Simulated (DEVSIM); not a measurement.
Device: abrupt Si p-n junction, at 300 K.

| layer (left to right) | material | thickness (μm) | Nd (cm⁻³) | Na (cm⁻³) | τn (s) | τp (s) |
|---|---|---|---|---|---|---|
| 1 | Si | 0.570 | - | 7.1e15 | 1.3e-7 | 1.3e-7 |
| 2 | Si | 180 | 1.2e17 | - | 1.3e-7 | 1.3e-7 |

Left contact: ohmic. Right contact: ohmic. Voltage is applied to the left contact. Recombination: SRH at mid-gap, Auger. Mobility is constant in doping.

This is a model device: material constants are rounded textbook-type values typed into the input, and sizes, dopings and lifetimes were drawn at random. Values at 300 K.

| parameter | Si |
|---|---|
| gap (eV) | 1.124 |
| affinity (eV) | 4.05 |
| permittivity | 11.7 |
| Nc (cm⁻³) | 2.86e19 |
| Nv (cm⁻³) | 3.1e19 |
| μn (cm²/Vs) | 1417 |
| μp (cm²/Vs) | 470 |
| Cn (cm⁶/s) | 2.8e-31 |
| Cp (cm⁶/s) | 9.9e-32 |

DEVSIM, 1D drift-diffusion, Boltzmann statistics, complete ionisation; no tunnelling, impact ionisation, image-force lowering or self-heating.

Question: Tabulate band edges, carrier densities and field at 0.9 V on the left contact.

Answer: Energies count from the Fermi level of the right contact; mesh points crowd at the junctions.

| x (μm) | Ec (eV) | Ev (eV) | n (cm⁻³) | p (cm⁻³) | field (V/cm) |
|---|---|---|---|---|---|
| 0.000 | 0.007 | -1.117 | 16000 | 7.1e15 | 200 |
| 0.03574 | 0.008 | -1.116 | 2.0e14 | 7.3e15 | 200 |
| 0.1256 | 0.010 | -1.114 | 7.0e14 | 7.8e15 | 180 |
| 0.3180 | 0.013 | -1.111 | 1.7e15 | 8.7e15 | 110 |
| 0.5088 | 0.000 | -1.124 | 4.5e15 | 5.3e15 | -3800 |
| 0.5605 | -0.041 | -1.165 | 2.2e16 | 1.1e15 | -15000 |
| 0.5885 | -0.078 | -1.202 | 9.4e16 | 2.6e14 | -5300 |
| 0.6966 | -0.084 | -1.208 | 1.2e17 | 2.0e14 | 12 |
| 0.9471 | -0.084 | -1.208 | 1.2e17 | 2.0e14 | 13 |
| 1.571 | -0.083 | -1.207 | 1.2e17 | 1.9e14 | 13 |
| 3.277 | -0.081 | -1.205 | 1.2e17 | 1.8e14 | 13 |
| 10.22 | -0.072 | -1.196 | 1.2e17 | 1.2e14 | 13 |
| 25.29 | -0.053 | -1.177 | 1.2e17 | 4.8e13 | 13 |
| 63.80 | -0.005 | -1.129 | 1.2e17 | 5.0e12 | 13 |
| 145.4 | 0.097 | -1.027 | 1.2e17 | 4.1e10 | 13 |
| 166.8 | 0.124 | -1.000 | 1.2e17 | 1.0e10 | 13 |
| 175.2 | 0.135 | -0.989 | 1.2e17 | 4.2e9 | 13 |
| 178.6 | 0.139 | -0.985 | 1.2e17 | 1.6e9 | 13 |
| 180.0 | 0.141 | -0.983 | 1.2e17 | 4.6e8 | 13 |
| 180.4 | 0.141 | -0.983 | 1.2e17 | 1.7e8 | 13 |
| 180.5 | 0.141 | -0.983 | 1.2e17 | 5.1e7 | 13 |
| 180.6 | 0.142 | -0.982 | 1.2e17 | 970 | 13 |
